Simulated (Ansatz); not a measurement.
The reference is BaS in the rock salt structure (space group Fm-3m, No. 225; a = 6.3315 Å).

The values are results of Ansatz (an electronic-structure program), PBEsol, PAW, cutoff 420 eV, no SOC, not measurements.

Before the change:

| Property | Result |
|---|---|
| Pressure | 0.01 GPa |
| Electron mass | 1.3 mₑ along k, 0.32 mₑ across (at X) |

One thing is altered: the cell is scaled by 0.9950 in all directions, atoms relaxed at fixed cell.

Task: What does the calculation give for the pressure and electron mass after the change?

Result: The pressure goes up by 0.72 GPa, from 0.01 GPa to 0.73 GPa; the electron mass goes from 1.3 mₑ along k, 0.32 mₑ across (at X) to 1.3 mₑ along k, 0.31 mₑ across (at X).

The levels and masses belong to the bands next to the band gap. The cells carry an imposed strain or load. Masses are band curvatures over ±0.01 Å⁻¹ around the edge. Along k means along the line from Γ to the band edge. Whether these cells are dynamically stable was not tested.
